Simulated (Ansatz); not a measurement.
Electronic density of states of amorphous Hf18O37Na2, density 8.64 g/cm³, on a 2×2×2 Γ-centred mesh with a Gaussian width of 0.1 eV; energies count from the Fermi level, whose place inside the gap is arbitrary. Cell and mesh are small, so fine structure isn't converged. Computed with PBE, scalar-relativistic without spin-orbit coupling (plane waves to 420 eV, PAW; Ansatz, a first-principles code). Sampling: a 2×2×2 Γ-centred mesh; Fermi-Dirac width 0.02 eV; no spin polarisation. At PBE the levels at the filled edge of the gap are localised (band-tail or defect states), and the nearest spread-out levels lie 4.2 eV apart at the zone centre.

Preparation: random packing, a CHGNet melt and quench, and a DFT relaxation. O atoms were pushed apart under 1.9 Å during the dynamics, to hinder bonds among them. The hot cell started wider than the set density and was brought back towards it in steps. It is the lowest in DFT energy of 2 quenches. It is a model cell: composition and starting density were chosen by hand, and all elements were melted together. No dispersion term was used. Its density started from a set value of 8.64 and ended at 8.64 g/cm³. The quench (nominally 450 K/ps over its main leg) was far faster than any real one, so the model tends to hold more defects than a real film. One small periodic cell is one sample of the glass; other quenches scatter about these values. The volume was held where the preparation left it and the shape relaxed, at a PBE pressure of 0.6 GPa. Stress components on the final sampling reach 0.6 GPa.

```
E - EF (eV)  states/(eV atom)
-----------  ----------------
-12.00                   3.74
-11.90                   0.62
-11.80                   0.03
-11.70                   0.00
-11.60                   0.00
-11.50                   0.00
-11.40                   0.00
-11.30                   0.00
-11.20                   0.00
-11.10                   0.00
-11.00                   0.00
-10.90                   0.00
-10.80                   0.00
-10.70                   0.00
-10.60                   0.00
-10.50                   0.00
-10.40                   0.00
-10.30                   0.00
-10.20                   0.00
-10.10                   0.00
-10.00                   0.00
-9.90                    0.00
-9.80                    0.00
-9.70                    0.00
-9.60                    0.00
-9.50                    0.00
-9.40                    0.00
-9.30                    0.00
-9.20                    0.00
-9.10                    0.00
-9.00                    0.00
-8.90                    0.00
-8.80                    0.00
-8.70                    0.00
-8.60                    0.00
-8.50                    0.00
-8.40                    0.00
-8.30                    0.00
-8.20                    0.00
-8.10                    0.00
-8.00                    0.00
-7.90                    0.00
-7.80                    0.00
-7.70                    0.00
-7.60                    0.00
-7.50                    0.00
-7.40                    0.01
-7.30                    0.06
-7.20                    0.17
-7.10                    0.23
-7.00                    0.24
-6.90                    0.27
-6.80                    0.37
-6.70                    0.44
-6.60                    0.49
-6.50                    0.55
-6.40                    0.60
-6.30                    0.63
-6.20                    0.72
-6.10                    0.78
-6.00                    0.81
-5.90                    0.78
-5.80                    0.74
-5.70                    0.79
-5.60                    0.87
-5.50                    0.86
-5.40                    0.87
-5.30                    0.90
-5.20                    0.80
-5.10                    0.70
-5.00                    0.77
-4.90                    0.89
-4.80                    0.87
-4.70                    0.84
-4.60                    0.77
-4.50                    0.75
-4.40                    0.85
-4.30                    0.88
-4.20                    0.87
-4.10                    0.88
-4.00                    0.91
-3.90                    0.93
-3.80                    0.90
-3.70                    0.90
-3.60                    0.95
-3.50                    0.96
-3.40                    0.89
-3.30                    0.88
-3.20                    0.95
-3.10                    1.00
-3.00                    1.00
-2.90                    1.01
-2.80                    0.94
-2.70                    0.87
-2.60                    0.80
-2.50                    0.75
-2.40                    0.67
-2.30                    0.55
-2.20                    0.39
-2.10                    0.25
-2.00                    0.16
-1.90                    0.18
-1.80                    0.08
-1.70                    0.01
-1.60                    0.00
-1.50                    0.00
-1.40                    0.00
-1.30                    0.00
-1.20                    0.00
-1.10                    0.00
-1.00                    0.00
-0.90                    0.00
-0.80                    0.00
-0.70                    0.00
-0.60                    0.00
-0.50                    0.00
-0.40                    0.00
-0.30                    0.00
-0.20                    0.00
-0.10                    0.00
0.00                     0.00
0.10                     0.00
0.20                     0.00
0.30                     0.00
0.40                     0.00
0.50                     0.00
0.60                     0.00
0.70                     0.00
0.80                     0.00
0.90                     0.00
1.00                     0.00
1.10                     0.00
1.20                     0.00
1.30                     0.00
1.40                     0.00
1.50                     0.00
1.60                     0.00
1.70                     0.01
1.80                     0.07
1.90                     0.20
2.00                     0.24
2.10                     0.15
2.20                     0.11
2.30                     0.19
2.40                     0.33
2.50                     0.47
2.60                     0.45
2.70                     0.43
2.80                     0.55
2.90                     0.68
3.00                     0.66
3.10                     0.64
3.20                     0.68
3.30                     0.74
3.40                     0.72
3.50                     0.69
3.60                     0.67
3.70                     0.74
3.80                     0.72
3.90                     0.71
4.00                     0.72
4.10                     0.69
4.20                     0.71
4.30                     0.68
4.40                     0.70
4.50                     0.72
4.60                     0.73
4.70                     0.77
4.80                     0.74
4.90                     0.67
```

The level gap on this mesh is 3.74 eV; the broadening fills part of it in the curve.
